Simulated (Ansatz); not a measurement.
**CaV2O6 (C2/m, No. 12, 9 atoms in the cell)**

Method: PBEsol (Ansatz, a program for electronic structure, plane waves, PAW).

Run with plane-wave cutoff 500 eV, 12×12×6 k mesh (along the axes of the cell as run), gaussian smearing 0.02 eV, no spin polarisation, scalar-relativistic PAW data made under PBE.

Cell (relaxed at this level):

Space group C2/m (No. 12); a = 10.4525 Å, b = 3.6159 Å, c = 7.1644 Å, α = γ = 90.00°, β = 101.89°

| atom | site | symmetry | x | y | z |
|---|---|---|---|---|---|
| Ca | 2a | 2/m | 0.0000 | 0.0000 | 0.0000 |
| V | 4i | m | 0.2466 | 0.0000 | 0.6753 |
| O | 4i | m | 0.2399 | 0.0000 | 0.3963 |
| O | 4i | m | 0.1273 | 0.5000 | 0.1368 |
| O | 4i | m | 0.1107 | 0.0000 | 0.7517 |
(The calculation used a cell of 9 atoms; values per cell refer to that cell.)

| Item | Value |
|---|---|
| band gap | 2.84 eV (on the SCF k mesh) |

Note: the relaxation could not lower the start's symmetry, so the cell can be a saddle point above a distorted one.

It cost very roughly 8 core-minutes of CPU time.
